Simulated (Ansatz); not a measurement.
Consider C (space group R-3, No. 148; a = 6.357 Å, c = 3.873 Å (hexagonal axes); a hypothetical phase, not in the database extracts checked).

Computed with Ansatz (an electronic-structure program), PBE, PAW, cutoff 420 eV, no SOC.

Carriers are added at fixed cell with a uniform background; the Fermi–Dirac width is that of 300 K.

One change was made to it. Results:

```tsv
quantity	base	after
Fermi level relative to the doped band's edge (positive inside the band; to 0.05 eV)	–	+0.50 eV
gap between the host's bands	3.43 eV	3.38 eV
gap character	indirect, T → L	indirect, T → L
```

Problem. Name the change that was made.
(A) electrons 2.0×10^22 cm⁻³
(B) holes 2.0×10^21 cm⁻³
(C) electrons 1.0×10^22 cm⁻³
(D) holes 1.0×10^22 cm⁻³
(E) holes 2.0×10^22 cm⁻³

Solution. B, holes 2.0×10^21 cm⁻³. For comparison, the Fermi level from band edge in the other runs: holes 1.0×10^22 cm⁻³ gives +1.15 eV; electrons 2.0×10^22 cm⁻³ gives +1.00 eV; holes 2.0×10^22 cm⁻³ gives +1.65 eV; electrons 1.0×10^22 cm⁻³ gives +0.80 eV.

Carriers are added with a uniform compensating background; total energy and stress of such cells depend on the potential's zero and are not compared; many-body gap narrowing is missing at this level. Whether these cells are dynamically stable was not tested.
